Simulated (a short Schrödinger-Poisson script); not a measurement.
Structure: gated Al0.25Ga0.75As/GaAs δ-doped gas, at 300 K.

```
layer        material  thickness (nm)  Na (cm⁻³)
-----  --------------  --------------  ---------
1      Al0.25Ga0.75As              10          -
2      Al0.25Ga0.75As               5          -
3                GaAs            6000       3e15
```

The device is made up for the run: typed textbook-type constants, with dimensions and the other settings drawn at random. Al0.25Ga0.75As: permittivity 12.19, conduction-band edge (eV) 0.198, gap (eV) 1.736, electron mass (mₑ) 0.0878, Nv at 300 K (cm⁻³) 9e18. GaAs: permittivity 12.9, conduction-band edge (eV) 0, gap (eV) 1.424, Nv at 300 K (cm⁻³) 9e18.

Channel valleys (confinement mass, in-plane density-of-states mass, number): Γ 0.067, 0.067, 1. At the gate the conduction-band edge of layer 1 lies 0.95 eV − eVg above the Fermi level of the channel; the field vanishes at the back. Sheet of ionised δ-doping: +3.6e12 e/cm² at 10 nm from the gate. The barrier under the gate holds no holes. Gaps are held at their typed values at every temperature. Mesh 0.08 nm at interfaces.

From a short Schrödinger-Poisson script (our own, NumPy): 1D Poisson equation in equilibrium, electrons quantum, Hartree (BenDaniel-Duke, 40 states a valley, the channel's in-plane mass for all, wave functions free to enter the barrier), parabolic valleys, classical holes, full ionisation, no traps, pinning or gate leakage.

The same stack at other levels of the model or other numerical settings:

```
run                                                                  sheet density of all electrons at Vg = 0.5 V (cm⁻²)  capacitance at Vg = 0.5 V (μF/cm²)  centroid of the channel electrons at Vg = 0.5 V (nm)  gate voltage at 1e11 electrons/cm² (V)  rough cost against the base
-------------------------------------------------------------------  ---------------------------------------------------  ----------------------------------  ----------------------------------------------------  --------------------------------------  ---------------------------
base                                                                                                             7.23e11                               0.528                                                  7.32                                    0.27                      about 1
electrons treated as classical, Boltzmann                                                                        8.27e11                               0.592                                                  4.76                                    0.26                         0.03
electrons treated as classical, Fermi-Dirac                                                                      7.61e11                               0.533                                                  6.00                                    0.26                          0.2
electrons treated as quantum, Hartree plus LDA exchange-correlation                                              7.53e11                               0.539                                                  6.97                                    0.27                            1
mesh six times as coarse                                                                                         7.23e11                               0.528                                                  7.30                                    0.27                          0.3
one subband a valley                                                                                             6.86e11                               0.512                                                  5.03                                    0.28                          0.3
```

The classical rows ignore confinement, and Boltzmann statistics overrate the density once the band edge passes the Fermi level.
